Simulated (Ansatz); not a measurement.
Effect of isotropic strain +1.00 % on CuI

Consider CuI in the zinc blende structure (space group F-43m, No. 216; a = 6.023 Å).

One thing is altered: the cell is scaled by 1.0100 in all directions, atoms relaxed at fixed cell.

Computed with DFT with r2SCAN, PAW potentials and a 500 eV plane-wave cutoff in Ansatz (a first-principles code), no spin-orbit coupling. Γ-centred 10×10×10 mesh, Fermi–Dirac width 0.05 eV.

```csv
quantity,base,changed,shift
volume per atom,27.31 Å³,28.14 Å³,+0.83 Å³
space group,F-43m (No. 216),F-43m (No. 216),–
shortest interatomic distance,2.608 Å,2.634 Å,+0.026 Å
energy relative to the base (free energy F),0 meV/atom,+3.2 meV/atom,+3.2 meV/atom
pressure,0.00 GPa,-1.21 GPa,-1.21 GPa
band gap,1.67 eV,1.58 eV,-0.09 eV
gap character,direct at Γ,direct at Γ,–
mean gap deformation potential ΔEg/Δln V,–,-2.9 eV,–
width of the top valence band,1.56 eV,1.46 eV,-0.106 eV
electron mass,0.18 mₑ (at Γ),0.18 mₑ (at Γ),–
"hole mass (degenerate bands, along [100])","0.29, 0.71, 0.71 mₑ (at Γ)","0.30, 0.76, 0.76 mₑ (at Γ)",–
"valley order (the lowest conduction-band minima on the path, energy above the VBM, named in the base's zone)",Γ 1.67 eV; L along ⟨111⟩ 2.57 eV; X along ⟨100⟩ 2.90 eV,Γ 1.58 eV; L along ⟨111⟩ 2.54 eV; X along ⟨100⟩ 2.96 eV,–
```

Final structure:

```yaml
crystal:
  lattice:
    - [0.00000, 3.04152, 3.04152]
    - [3.04152, 0.00000, 3.04152]
    - [3.04152, 3.04152, 0.00000]
  atoms:
    - { symbol: Cu, position: [0.00000, 0.00000, 0.00000] }
    - { symbol: I, position: [0.25000, 0.25000, 0.25000] }
```

Cost of the whole job for the changed cell (relaxation, final SCF and bands): roughly 29 core-seconds.

Spin-orbit coupling, missing from the scalar runs, can matter with I. Masses are band curvatures over ±0.01 Å⁻¹ around the edge. No phonon test of stability was made. The final runs are not spin-polarised.
